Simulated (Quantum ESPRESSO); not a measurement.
**Variants of one calculation on Na2CuS2O10H4 (P2_1/c, 38 atoms in the cell)**

```
CELL_PARAMETERS angstrom
      5.78493     0.00000     0.00000
      0.00000    12.60791     0.00000
     -1.72754     0.00000     5.21747
ATOMIC_POSITIONS crystal
  Na 0.57140 0.12470 0.20990
  Na 0.42860 0.62470 0.29010
  Na 0.42860 0.87530 0.79010
  Na 0.57140 0.37530 0.70990
  Cu 0.00000 0.00000 0.00000
  Cu 0.00000 0.50000 0.50000
  S  0.23750 0.11793 0.54450
  S  0.76250 0.61793 0.95550
  S  0.76250 0.88207 0.45550
  S  0.23750 0.38207 0.04450
  O  0.00380 0.17250 0.48740
  O  0.99620 0.67250 0.01260
  O  0.99620 0.82750 0.51260
  O  0.00380 0.32750 0.98740
  O  0.29110 0.05730 0.78440
  O  0.70890 0.55730 0.71560
  O  0.70890 0.94270 0.21560
  O  0.29110 0.44270 0.28440
  O  0.23190 0.04250 0.33220
  O  0.76810 0.54250 0.16780
  O  0.76810 0.95750 0.66780
  O  0.23190 0.45750 0.83220
  O  0.43850 0.19230 0.56170
  O  0.56150 0.69230 0.93830
  O  0.56150 0.80770 0.43830
  O  0.43850 0.30770 0.06170
  O  0.83150 0.13430 0.95130
  O  0.16850 0.63430 0.54870
  O  0.16850 0.86570 0.04870
  O  0.83150 0.36570 0.45130
  H  0.92700 0.18400 0.99200
  H  0.07300 0.68400 0.50800
  H  0.07300 0.81600 0.00800
  H  0.92700 0.31600 0.49200
  H  0.71200 0.14000 0.79200
  H  0.28800 0.64000 0.70800
  H  0.28800 0.86000 0.20800
  H  0.71200 0.36000 0.29200
```

Base run A: PBEsol, PseudoDojo standard norm-conserving (PBESOL) pseudopotentials in Quantum ESPRESSO 7.5, self-consistent single point.

Its settings: ecutwfc = 95 Ry; occupations = smearing; smearing = marzari-vanderbilt; degauss = 0.019992 Ry; potentials = {Na: Na.upf, Cu: Cu.upf, S: S.upf, O: O.upf, H: H.upf}; K_POINTS = automatic 3 1 3 0 0 0; conv_thr = 1e-10 Ry; mixing_beta = 0.4.

The starting cell comes from a database of published, mostly measured structures (it also holds non-ambient and calculated ones), without a prior relaxation at this level. Its lattice was rescaled by a random factor within 2.5 % of one. Spin polarisation is off, so a magnetic state, if there is one, cannot be reached. In the base run, with a pressure of about 10 GPa the cell is away from its equilibrium volume at this level. In the base run, forces exceed 1 eV/Å. The run gives no clean gap (levels at the Fermi energy touch, overlap or are partly filled at this smearing), which alone does not show that the compound is a metal. Without a gap this mesh is coarse (it stands for a supercell whose shortest vector is 13 Å).

ΔF is the free energy per atom less that of run A. 

Runs:
- B: degauss: 0.019992 Ry → 0.02205 Ry
- C: nosym: default → true
- D: conv_thr: 1e-10 Ry → 7.3e-14 Ry
- E: smearing: marzari-vanderbilt → fermi-dirac; degauss: 0.019992 Ry → 0.0073499 Ry

```tsv
run	ΔF (meV/atom)	pressure (GPa)	largest force (eV/Å)
A	0.00	9.89	12.973
B	0.00	9.88	12.974
C	0.00	9.89	12.973
D	0.00	9.89	12.973
E	-3.4	10.05	12.958
```

Run B against A: The free energy stays essentially unchanged (within 1 meV/atom), the pressure moves little (9.89 to 9.88 GPa) and the largest force hardly changes (12.973 to 12.974 eV/Å).

Run E against A: The free energy goes down by 3.4 meV/atom, the pressure goes from 9.89 to 10.05 GPa and the largest force goes from 12.973 to 12.96 eV/Å.
